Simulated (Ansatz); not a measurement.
The structure below was relaxed with PBEsol (Ansatz, an electronic-structure program), scalar-relativistic without spin-orbit coupling.

```yaml
crystal:
  lattice:
    - [0.00000, 5.19275, 5.19275]
    - [5.19275, 0.00000, 5.19275]
    - [5.19275, 5.19275, 0.00000]
  atoms:
    - { symbol: Na, position: [0.25000, 0.25000, 0.25000] }
    - { symbol: Na, position: [0.75000, 0.75000, 0.75000] }
    - { symbol: Sn, position: [0.00000, 0.00000, 0.00000] }
    - { symbol: Br, position: [0.25056, 0.74944, 0.25056] }
    - { symbol: Br, position: [0.74944, 0.25056, 0.74944] }
    - { symbol: Br, position: [0.25056, 0.74944, 0.74944] }
    - { symbol: Br, position: [0.74944, 0.25056, 0.25056] }
    - { symbol: Br, position: [0.25056, 0.25056, 0.74944] }
    - { symbol: Br, position: [0.74944, 0.74944, 0.25056] }
```

**Question.** Find the space group and the Wyckoff positions.

**Answer.** Space group Fm-3m (No. 225); a = b = c = 10.3855 Å, α = β = γ = 90.00°

```
atom  site  symmetry       x       y       z
----  ----  --------  ------  ------  ------
Na      8c      -43m  0.2500  0.2500  0.2500
Sn      4a      m-3m  0.0000  0.0000  0.0000
Br     24e      4m.m  0.0000  0.0000  0.2506
```

No phonon test of stability was made. The cell was made from Rb2SnBr6 by this change: Rb → Na; the result is a hypothetical phase, not in the database extracts checked.
